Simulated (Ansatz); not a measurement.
Fluorite CoSi2, treated with HSE06 in Ansatz (PAW).

Settings: plane-wave cutoff 460 eV, 10×10×10 k mesh, Fermi–Dirac smearing 0.05 eV, no spin polarisation, scalar-relativistic PAW data made under PBE.

Computed at the level's own relaxed cell.

**Question.** Estimate the volume per atom, bulk modulus, lattice constant a and pressure derivative B′ of the bulk modulus that the calculation returns.

**Answer.** 
volume per atom: 12.38 Å³/atom
bulk modulus: 202 GPa
lattice constant a: 5.297 Å
pressure derivative B′ of the bulk modulus: 4.5

Measured, for comparison: equilibrium volume per atom 12.87 Å³/atom, lattice constant a 5.365 Å (room temperature, not corrected to a static lattice; as tabulated in Hegde and Bowen (2014), arXiv:1405.1317). Computed (rounded) less measured: equilibrium volume per atom -3.8 %, lattice constant a -1.3 %. A static lattice is as a rule a little smaller and stiffer than an uncorrected measurement, which narrows the difference in the lattice constant a and would widen misses of the other sign.

Note: the run has no spin polarisation, so it can have missed a magnetic state.

Static lattice: no zero-point or thermal effects.

Ansatz is a quantum-chemistry and plane-wave program.
